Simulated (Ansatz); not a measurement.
MgS (P6₃mc, No. 186, 4 atoms in the cell; start mp-1185942; a measured phase of this formula has another space group) was calculated with PBEsol (Ansatz, an electronic-structure program, PAW).

Settings: plane-wave cutoff 520 eV, 12×12×6 k mesh (along the axes of the cell as run), Fermi–Dirac smearing 0.01 eV, scalar-relativistic PAW data made under PBE.

Cell (relaxed with PBEsol):

MgS is taken in the hexagonal space group P6₃mc (No. 186), the wurtzite structure, Pearson symbol hP4. Cell: a = b = 4.0285 Å, c = 6.4160 Å, α = β = 90.00°, γ = 120.00°. Mg on 2b is coordinated by 4 S at 2.445–2.454 Å (tetrahedral). S on 2b has 4 Mg at 2.445–2.454 Å (tetrahedral). (Neighbours: up to the widest gap in distance over summed covalent radii, below 1.35, at either atom; cation-cation and far metal-metal contacts left out.)

### Question
Estimate the band gap that the calculation returns.

### Answer

* **band gap**: 3.30 eV (direct)

It cost very roughly 29 core-seconds of CPU time.

A start named mp-… is a Materials Project structure, which need not be a measured phase.
